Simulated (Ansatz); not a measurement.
F interstitial in alpha quartz: one set of geometries, relaxed with PBE, evaluated in Ansatz (PAW, plane waves to 420 eV, 500 eV under r2SCAN) with PBE, r2SCAN.

Set-up: 72-site cell; 2×2×2 Γ-centred k-points; start: void with 4O nearest, no. 2; charged states image-corrected; not converged in cell size; flagged in the runs: a doubtful potential alignment, a host whose relaxation on this sampling wasn't shown to rest, a strain field that reaches the edge of the cell.

```csv
quantity,PBE,r2SCAN
host gap (eV),5.68,…
ε(0/−1) above the VBM (eV),0.94,…
neutral formation energy against F2 molecule in a box (eV),0.68,…
largest moment on one atom at charge 0 (μB),0.29,…
```

Question: Given the lower rungs, what does r2SCAN give?

Answer: 
- host gap (eV), r2SCAN: 6.32
- ε(0/−1) above the VBM (eV), r2SCAN: 1.07
- neutral formation energy against F2 molecule in a box (eV), r2SCAN: 0.54
- largest moment on one atom at charge 0 (μB), r2SCAN: 0.35

Ansatz is a quantum-chemistry and plane-wave program.
